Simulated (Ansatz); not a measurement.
Base system: Pt in the fcc (Cu type) structure (space group Fm-3m, No. 225; relaxed with 0.1 eV smearing).

```xyz
1
Lattice="0.0000 1.9599 1.9599 1.9599 0.0000 1.9599 1.9599 1.9599 0.0000" Properties=species:S:1:pos:R:3 pbc="T T T"
Pt     0.0000     0.0000     0.0000
```

Cartesian axes are those of the cell as printed.

Level of theory: Ansatz (a quantum-chemistry and plane-wave program) PBEsol, spin-orbit coupling left out.

Modification: the cell is compressed by 1.00 % along z with no lateral relaxation; the atoms relax in the strained cell.

Problem. Predict the stress tensor and what it implies for the stiffness.

Solution. Stress of the strained cell less that of the base (GPa, compression positive):
```
    2.6     0.0     0.0
    0.0     2.6     0.0
    0.0     0.0     3.7
```

Then −Δσ_ii/ε with ε = -0.0100 gives relaxed-ion elastic constants: C33 ≈ 369 GPa, C13 ≈ 260 GPa and C23 ≈ 260 GPa.

Stability against distortions was not tested. All final runs are without spin polarisation.
